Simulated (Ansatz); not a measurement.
Ansatz (a quantum-chemistry and plane-wave program) run on YbPb3 (Pm-3m, 4 atoms in the cell): self-consistent single point.

Level of theory: PBEsol, default PAW files made with PBE (plane waves; Ansatz).

```yaml
crystal:
  lattice:
    - [4.85900, 0.00000, 0.00000]
    - [0.00000, 4.85900, 0.00000]
    - [0.00000, 0.00000, 4.85900]
  atoms:
    - { symbol: Pb, position: [0.00000, 0.50000, 0.50000] }
    - { symbol: Pb, position: [0.50000, 0.00000, 0.50000] }
    - { symbol: Pb, position: [0.50000, 0.50000, 0.00000] }
    - { symbol: Yb, position: [0.00000, 0.00000, 0.00000], spin: 1.0 }
```
(The spins are starting values, not results.)

Reference input (self-consistent single point, DFT, PBEsol, plane waves, default PAW files made with PBE): basis.ecutwfc = 420 eV; kpoints.mp_grid.grid = 9 9 9; hamiltonian.xc = pbesol; hamiltonian.pseudopotentials = {kind: paw} (the program's default PAW files); magnetization.spin_polarized = true; scf.occupations.method = methfessel_paxton; scf.occupations.width = 0.136 eV. This run's input differs from it in these lines:

Ansatz 0.2 input:
```diff
@@ -14,3 +14,3 @@
 kpoints:
-  mp_grid: { grid: [9, 9, 9] }
+  mp_grid: { grid: [8, 8, 8] }
 hamiltonian:
@@ -21,3 +21,3 @@
 scf:
-  occupations: { method: methfessel_paxton, width: 0.136 eV }
+  occupations: { method: methfessel_paxton, width: 0.03 eV }
 output:
```

Log, with long lists cut:

```
SCF iter   1: F=—  HF=-48942.757482 eV  |F-HF|=—  |Δ(HF+E_count)|=         —  Δρ=2.26e-2 (↑2.26e-2 ↓1.66e-2)  dr2=3.19e-1  dr2_m=3.54e-1  M=0.104 μB ∫|m|=0.129 μB  β_m=0.30  ethr=4.79e-4  ⟨swp⟩=1.9  Hψ=16726  notcnv=0
Mixer restart at iter 1: flushing history
all-band conjugate gradients solve this SCF's bands
preconditioner: auto → Kerker (q_TF=auto, 2.488 Å⁻¹)
spin=Collinear: Kerker preconditioning applied to the charge; magnetization (m = ρ↑ − ρ↓) channel mixes plain (no charge-response kernel on spin).
   [... lines left out ...]
SCF iter  12: F=—  HF=-48942.751167 eV  |F-HF|=—  |Δ(HF+E_count)|=   9.86e-7  S|Δr|=    0.00e0  Δρ=6.91e-6 (↑6.91e-6 ↓6.78e-6)  dr2=1.71e-7  dr2_m=1.32e-11  M=-0.000 μB ∫|m|=0.000 μB  β_m=0.74  ethr=1.35e-8  ⟨swp⟩=1.2  Hψ=2746  notcnv=0  defer=138
SCF iter  13: F=-48942.751167 eV  HF=-48942.751167 eV  |F-HF|=5.41e-8  |Δ(HF+E_count)|=   3.12e-8  S|Δr|=    0.00e0  Δρ=1.57e-6 (↑1.57e-6 ↓1.57e-6)  dr2=1.79e-8  dr2_m=1.77e-12  M=-0.000 μB ∫|m|=0.000 μB  ethr=1.52e-10  ⟨swp⟩=11.3  Hψ=15654  notcnv=0
SCF 1 converged in 13 iterations: F = -48942.751167 eV  dr2 = 1.79e-8
WARN: the starting moments were not kept: the SCF closed with an absolute magnetisation of 1.0e-6 μB, where they sum to 1 μB in size (1 site) …
   [... lines left out ...]
Absolute magnetization: 0.0000 μB (∫|ρ↑−ρ↓|, with the PAW one-centre terms)
Free energy (F): -48942.751167 eV
Fermi energy:    12.104957 eV
   [... lines left out ...]
  atom   1  Pb     0.00000000     0.00000000    -0.00000000
   [... zero for the other atoms too ...]
--- Stress (GPa, compression-positive) ---
       -1.210196       0.000000       0.000000
        0.000000      -1.210196       0.000000
        0.000000       0.000000      -1.210196
  P = ⅓ Tr σ = -1.2102 GPa (-12.102 kbar)
  The stress holds the Pulay correction. Without it, at fixed plane waves, as pw.x and ABINIT print it: P = -1.2389 GPa
```

The run converged in 13 iterations. Against the reference run the free energy goes up by 1.2 meV/atom and the pressure hardly changes (-1.26 to -1.21 GPa).

The starting cell comes from a database of published, mostly measured structures (it also holds non-ambient and calculated ones), without a prior relaxation at this level. The starting moments vanished: the run ended non-magnetic, which need not be the lowest state. The program warned that a starting moment was not kept. Ansatz's pressure includes its estimate of the finite-basis (Pulay) stress.

Cost on one core of a shared machine: roughly 30 s.
